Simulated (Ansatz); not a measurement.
Partial pair distribution functions of a relaxed model of amorphous In₉Ga₉Zn₉O₃₇Na₂, broadened by 0.06 Å; density 5.73 g/cm³. Calculation: PBE, scalar-relativistic without spin-orbit coupling (plane waves to 420 eV, PAW; Ansatz, an electronic-structure program).

A CHGNet melt-quench gave the starting glass, which DFT then relaxed. O atoms were pushed apart under 1.9 Å during the dynamics, to hinder bonds among them. The hot cell started wider than the set density and was brought back towards it in steps. It is the lowest in DFT energy of 2 quenches. It is a model cell: composition and starting density were chosen by hand, and all elements were melted together. No dispersion term was used. Its density started from a set value of 5.73 and ended at 5.73 g/cm³. The quench (nominally 320 K/ps over its main leg) was far faster than any real one, so the model tends to hold more defects than a real film. Values belong to this one cell and scatter from quench to quench. The volume was held where the preparation left it and the shape relaxed, at a PBE pressure of 3.0 GPa. Stress components on the final sampling reach 3.2 GPa.

```
r (Å)  g In-O  g Zn-O  g In-In  g Ga-Ga
-----  ------  ------  -------  -------
1.70     0.00    0.00     0.00     0.00
1.80     0.00    0.20     0.00     0.00
1.90     0.06    3.17     0.00     0.00
2.00     1.80    7.58     0.00     0.00
2.10     7.72    5.12     0.00     0.00
2.20     7.13    2.45     0.00     0.00
2.30     2.15    0.74     0.00     0.00
2.40     0.38    0.47     0.00     0.00
2.50     0.27    0.08     0.00     0.00
2.60     0.12    0.09     0.00     0.00
2.70     0.17    0.29     0.00     0.00
2.80     0.10    0.41     0.00     0.00
2.90     0.26    0.27     0.03     0.39
3.00     0.22    0.18     0.75     3.09
3.10     0.47    0.26     1.62     3.61
3.20     0.57    0.42     0.97     2.24
3.30     0.34    0.65     1.33     1.74
3.40     0.49    0.47     2.80     0.63
3.50     0.56    0.49     1.30     0.62
3.60     0.52    0.89     1.28     0.70
3.70     0.76    0.88     2.98     0.74
3.80     1.11    1.40     3.07     0.39
3.90     1.25    0.98     1.31     0.04
4.00     1.16    0.84     1.41     0.70
4.10     1.22    1.23     1.04     1.13
4.20     1.15    1.55     0.39     0.12
4.30     1.24    1.79     0.61     0.07
4.40     1.24    1.54     0.78     0.80
4.50     1.24    1.20     0.25     0.73
4.60     1.24    1.15     0.01     0.08
```

Within 2.60 Å each In has 5.11 O neighbours on average.
